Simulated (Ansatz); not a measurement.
Base system: CuAu (space group P4/mmm, No. 123; relaxed with 0.1 eV smearing).

```xyz
2
Lattice="2.8694 0.0000 0.0000 0.0000 2.8694 0.0000 0.0000 0.0000 3.6452" Properties=species:S:1:pos:R:3 pbc="T T T"
Cu     1.4347     1.4347     1.8226
Au     0.0000     0.0000     0.0000
```

Cartesian axes are those of the cell as printed.

Method: PBE, PAW, 420 eV (Ansatz, a program for electronic structure; scalar-relativistic without spin-orbit coupling).

It is then changed as follows: the cell is compressed by 1.17 % along z with no lateral relaxation, atoms relaxed at fixed cell.

Q: Predict the stress tensor and what it implies for the stiffness.

A: Stress of the strained cell less that of the base (GPa, compression positive):
```
    1.6     0.0     0.0
    0.0     1.6     0.0
    0.0     0.0     1.8
```

Then −Δσ_ii/ε with ε = -0.0117 gives relaxed-ion elastic constants: C33 ≈ 154 GPa, C13 ≈ 139 GPa and C23 ≈ 139 GPa.

No phonon test of stability was made. The final runs are not spin-polarised.
